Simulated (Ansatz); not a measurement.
**Carrier properties of LaCuSeO (P4/nmm)**

```
CELL_PARAMETERS angstrom
      4.01613     0.00000     0.00000
      0.00000     4.01613     0.00000
      0.00000     0.00000     8.63828
ATOMIC_POSITIONS crystal
  La 0.00000 0.50000 0.85727
  La 0.50000 0.00000 0.14273
  Cu 0.50000 0.50000 0.50000
  Cu 0.00000 0.00000 0.50000
  Se 0.00000 0.50000 0.33146
  Se 0.50000 0.00000 0.66854
  O  0.50000 0.50000 0.00000
  O  0.00000 0.00000 0.00000
```

Level of theory: PBEsol, rigid bands (plane waves, PAW, scalar-relativistic; Ansatz, an electronic-structure program). Geometry: cell and atoms relaxed with PBEsol.

| Property | Result |
|---|---|
| band gap | 1.42 eV |
| electron conductivity mass (300 K, dilute) | 0.39 (x), 0.39 (y), 6.4 (z) mₑ |
| effective density of states N_c (300 K) | 2.3e19 cm⁻³ |
| density-of-states mass, electrons | 0.95 mₑ |
| Seebeck coefficient, n-type 1e19 cm⁻³, 300 K | -275 μV/K |
| best n-type power factor at 300 K for τ = 10 fs (best axis; densities from 1e16 to 1e21 cm⁻³ tried, whether or not they can be reached) | 8.2 μW/(cm·K²) at 3e19 cm⁻³ |

Rigid bands; masses and Seebeck coefficients take one relaxation time τ for all states and one kind of carrier; polarons and phonon drag are left out. Spin-orbit coupling is left out.

Formula and space group known from diffraction (Crystallography Open Database), not checked to be the room-temperature form: LaCuSeO (P4/nmm).
